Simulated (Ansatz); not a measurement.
Ansatz (an electronic-structure program) run on SiO₂ (P3_121, 9 atoms in the cell): self-consistent single point.

Method of the run: HSE06, PAW files (plane waves; Ansatz).

```
CELL_PARAMETERS angstrom
      4.89875     0.00000     0.00000
     -2.44937     4.24244     0.00000
      0.00000     0.00000     5.41338
ATOMIC_POSITIONS crystal
  Si 0.53109 0.53109 0.00000
  Si 0.46891 0.00000 0.33333
  Si 0.00000 0.46891 0.66667
  O  0.26922 0.41339 0.78489
  O  0.58661 0.85583 0.11822
  O  0.14417 0.73078 0.45156
  O  0.41339 0.26922 0.21511
  O  0.85583 0.58661 0.88178
  O  0.73078 0.14417 0.54844
```

Reference input (self-consistent single point, DFT, HSE06, plane waves, PAW files made with PBE): basis.ecutwfc = 30.9 Ry; kpoints.mp_grid.grid = 4 4 3; hamiltonian.xc = hse06; hamiltonian.pseudopotentials = {kind: paw} (the program's default PAW files); scf.occupations.method = fixed. This run's input differs from it in these lines:

```diff
@@ -24,2 +24,3 @@
   occupations: { method: fixed }
+  mixing: { preconditioner: ldos }
 output:
```

The program printed (abridged):

```
Error: inconsistent input (scf.mixing.preconditioner, scf.occupations.method): ldos needs the smeared local DOS at the Fermi level to build its model. With no smearing kernel (method: fixed, a smearing width below the step floor, tetrahedron integration, or explicit occupations) the LDOS field is never tabulated. Use a smearing scheme with a finite width, or preconditioner: auto
```

The program stopped before any SCF iteration. 

The starting cell comes from a database of computed structures (which also holds hypothetical and non-ambient phases and stackings), without a prior relaxation at this level. Its lattice was rescaled by a random factor within 2.5 % of one.

Keys are those of Ansatz 0.2.
